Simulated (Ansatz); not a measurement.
Consider the following.

```
CELL_PARAMETERS angstrom
      3.15578     0.00000     0.00000
     -1.57789     2.73299     0.00000
      0.00000     0.00000    11.24389
ATOMIC_POSITIONS crystal
  Sc 0.00000 0.00000 0.00000
  Sc 0.00000 0.00000 0.50000
  Cu 0.66667 0.33333 0.75000
  Cu 0.33333 0.66667 0.25000
  O  0.33333 0.66667 0.40992
  O  0.66667 0.33333 0.59008
  O  0.66667 0.33333 0.90992
  O  0.33333 0.66667 0.09008
```

No spin polarisation.

All numbers come from plane-wave PAW DFT at the PBEsol level (Ansatz, a quantum-chemistry and plane-wave program, 420 eV), no spin-orbit coupling. Settings: 12×12×3 k-points, 0.05 eV Fermi–Dirac smearing.

### Question
Estimate the electron mass.

### Answer
0.97 mₑ (at M).

### Question
Predict the gap character.

### Answer
Direct at M.

### Question
Estimate the width of the top valence band.

### Answer
0.65 eV.

Load acts through the strain it causes; cell and atoms are relaxed under it. Effective masses come from finite differences of ±0.01 Å⁻¹. Stability against distortions was not tested. No other phases were tried under pressure. No Hubbard U is applied. All final runs are without spin polarisation. The cell was made from ScCuO$_{2}$ (space group P6_3/mmc, No. 194) by this change: pressure 5 GPa.
